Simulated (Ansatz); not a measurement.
**What holes 3.0×10^21 cm⁻³ does to CuI**

Base system: CuI in the zinc blende structure (space group F-43m, No. 216; a = 6.0230 Å).

Now apply this change: hole doping at 3.0×10^21 cm⁻³ (0.164 per cell), with a uniform compensating background at fixed cell and a 300 K Fermi–Dirac width.

The values are results of r2SCAN (Ansatz, a first-principles code, PAW, scalar-relativistic without spin-orbit coupling), not measurements. k-mesh 22×22×22 (Γ-centred); smearing 0.0259 eV (Fermi–Dirac).

* **Gap between the host's bands**: 1.88 eV (base 1.67 eV)
* **Gap character**: direct at Γ (base direct at Γ)
* **Valley order (the lowest conduction-band minima on the path, energy above the VBM, named in the base's zone)**: Γ 1.88 eV; L along ⟨111⟩ 2.76 eV; X along ⟨100⟩ 3.13 eV (base Γ 1.67 eV; L along ⟨111⟩ 2.57 eV; X along ⟨100⟩ 2.90 eV)
* **Fermi level relative to the doped band's edge (positive inside the band; to 0.05 eV)**: +0.30 eV

Final structure:

```
CELL_PARAMETERS angstrom
      0.00000     3.01151     3.01151
      3.01151     0.00000     3.01151
      3.01151     3.01151     0.00000
ATOMIC_POSITIONS crystal
  I  0.75000 0.75000 0.75000
  Cu 0.00000 0.00000 0.00000
```
Cell charge +0.163872.

Carriers are added with a uniform compensating background; total energy and stress of such cells depend on the potential's zero and are not compared; many-body gap narrowing is missing at this level. With I present, leaving out spin-orbit coupling can change the band edges. Whether these cells are dynamically stable was not tested. The final runs are not spin-polarised.
